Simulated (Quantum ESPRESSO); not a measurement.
Input and output of a self-consistent single point for In3Sb (Pm-3m, 4 atoms in the cell) (Quantum ESPRESSO).

Computed with PBEsol, GBRV 1.5 ultrasoft (PBESOL) pseudopotentials (plane waves; Quantum ESPRESSO).

```
In3Sb
1.0
    4.83696     0.00000     0.00000
    0.00000     4.83696     0.00000
    0.00000     0.00000     4.83696
In Sb
3 1
Direct
  0.50000   0.50000   0.00000
  0.00000   0.50000   0.50000
  0.50000   0.00000   0.50000
  0.00000   0.00000   0.00000
```

Reference input (self-consistent single point, DFT, PBEsol, plane waves, GBRV 1.5 ultrasoft (PBESOL) pseudopotentials): ecutwfc = 40 Ry; ecutrho = 200 Ry; occupations = smearing; smearing = cold; degauss = 0.0073499 Ry; potentials = {In: in_pbesol_v1.4.uspp.F.UPF, Sb: sb_pbesol_v1.4.uspp.F.UPF}; K_POINTS = automatic 6 6 6 0 0 0; conv_thr = 1e-09 Ry; mixing_beta = 0.5. This run's input differs from it in these lines:

```diff
@@ -12,4 +12,4 @@
    ntyp = 2
-   ecutwfc = 40
-   ecutrho = 200
+   ecutwfc = 52
+   ecutrho = 260
    occupations = 'smearing'
```

Output (repeated stretches shortened):

```
     Self-consistent Calculation

     iteration #  1     ecut=    52.00 Ry     beta= 0.50

     total energy              =    -580.85977553 Ry
     estimated scf accuracy    <      11.65421879 Ry

     iteration #  2     ecut=    52.00 Ry     beta= 0.50

     total energy              =    -584.12163361 Ry
     estimated scf accuracy    <       0.30462709 Ry

     iteration #  3     ecut=    52.00 Ry     beta= 0.50

     total energy              =    -584.15119395 Ry
     estimated scf accuracy    <       0.02014666 Ry

   [... 5 blocks of this kind left out ...]

     iteration #  9     ecut=    52.00 Ry     beta= 0.50

     total energy              =    -584.15370112 Ry
     estimated scf accuracy    <          2.6E-09 Ry

     iteration # 10     ecut=    52.00 Ry     beta= 0.50
     End of self-consistent calculation

     the Fermi energy is     9.3254 ev

!    total energy              =    -584.15370112 Ry
     estimated scf accuracy    <          2.8E-10 Ry
     smearing contrib. (-TS)   =       0.00000862 Ry
     internal energy E=F+TS    =    -584.15370973 Ry

     convergence has been achieved in  10 iterations

     Forces acting on atoms (cartesian axes, Ry/au):

     atom    1 type  1   force =     0.00000000    0.00000000    0.00000000
   [... zero for the other atoms too ...]

     Total force =     0.000000     Total SCF correction =     0.000000

          total   stress  (Ry/bohr**3)                   (kbar)     P=      -26.01
  -0.00017679   0.00000000   0.00000000          -26.01        0.00        0.00
   0.00000000  -0.00017679   0.00000000            0.00      -26.01        0.00
   0.00000000   0.00000000  -0.00017679            0.00        0.00      -26.01

   JOB DONE.
```

The run converged in 10 iterations. Against the reference run the free energy goes down by 40.8 meV/atom and the pressure goes from -3.36 to -2.60 GPa.

The starting cell comes from a database of computed structures (which also holds hypothetical and non-ambient phases and stackings), without a prior relaxation at this level. The run gives no clean gap (levels at the Fermi energy touch, overlap or are partly filled at this smearing), which alone does not show that the compound is a metal.

Cost on one core of a shared machine: roughly 70 s.
